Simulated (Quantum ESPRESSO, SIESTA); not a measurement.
A Quantum ESPRESSO input for a self-consistent single point of CsBr (Pm-3m, 2 atoms in the cell) (DFT, PBE, spin-orbit coupling, plane waves, PseudoDojo fully relativistic norm-conserving (PBE) pseudopotentials):

```fortran
&CONTROL
   calculation = 'scf'
   prefix = 'CsBr'
   outdir = './out'
   pseudo_dir = './'
   tprnfor = .true.
   tstress = .true.
/
&SYSTEM
   ibrav = 1
   celldm(1) = 8.106925075
   nat = 2
   ntyp = 2
   ecutwfc = 50
   occupations = 'smearing'
   smearing = 'fermi-dirac'
   degauss = 0.000734986
   noncolin = .true.
   lspinorb = .true.
/
&ELECTRONS
   conv_thr = 1.0e-11
   mixing_beta = 0.7
/
ATOMIC_SPECIES
Cs   132.9055  Cs.upf
Br    79.9040  Br.upf
ATOMIC_POSITIONS {angstrom}
Cs    0.000000000    0.000000000    0.000000000
Br    2.145000000    2.145000000    2.145000000
K_POINTS {automatic}
8 8 8  0 0 0
```

Give the SIESTA input for the same structure, mesh, smearing and functional.

One input that does it (others would too):

```
# files in the folder: Cs.psml Br.psml (PseudoDojo PBE fully relativistic)
SystemName  CsBr
SystemLabel csbr

NumberOfAtoms                2
NumberOfSpecies              2
%block ChemicalSpeciesLabel
  1 55 Cs
  2 35 Br
%endblock ChemicalSpeciesLabel
LatticeConstant              4.290000 Ang
%block LatticeVectors
     1.000000000    0.000000000    0.000000000
     0.000000000    1.000000000    0.000000000
     0.000000000    0.000000000    1.000000000
%endblock LatticeVectors
AtomicCoordinatesFormat      Fractional
%block AtomicCoordinatesAndAtomicSpecies
     0.000000000    0.000000000    0.000000000  1
     0.500000000    0.500000000    0.500000000  2
%endblock AtomicCoordinatesAndAtomicSpecies

XC.functional                GGA
XC.authors                   PBE
PAO.BasisSize                DZP
PAO.EnergyShift              0.01 Ry
MeshCutoff                   300 Ry
%block kgrid.MonkhorstPack
    8   0   0  0.0
    0   8   0  0.0
    0   0   8  0.0
%endblock kgrid.MonkhorstPack
OccupationFunction           FD
ElectronicTemperature        116.05 K
Spin                         spin-orbit
%block DM.InitSpin
  1 0.00 0.00 0.00
  2 0.00 0.00 0.00
%endblock DM.InitSpin

MaxSCFIterations             150
SCF.Mixer.Method             Broyden
SCF.Mixer.Weight             0.1
SCF.Mixer.History            8
SCF.DM.Tolerance             1.0E-05
Diag.ParallelOverK           true
WriteForces                  true
```

Basis, cutoffs, solver keys and any potentials are the target program's own. This input uses DFT, GGA PBE with spin-orbit coupling, numerical atomic orbitals DZP, PseudoDojo PBE fully relativistic norm-conserving potentials (rewritten from UPF to PSML). Both were run: gap on the mesh 4.338 eV in Quantum ESPRESSO and 4.057 in SIESTA.

On Quantum ESPRESSO: the starting cell has typed, rounded lattice constants, without a prior relaxation at this level.

On SIESTA: the starting cell has typed, rounded lattice constants, without a prior relaxation at this level. Values carry the incompleteness of an atom-centred basis. The basis of the alkali or alkaline-earth atoms may lack their empty d shell, which can raise the gap.
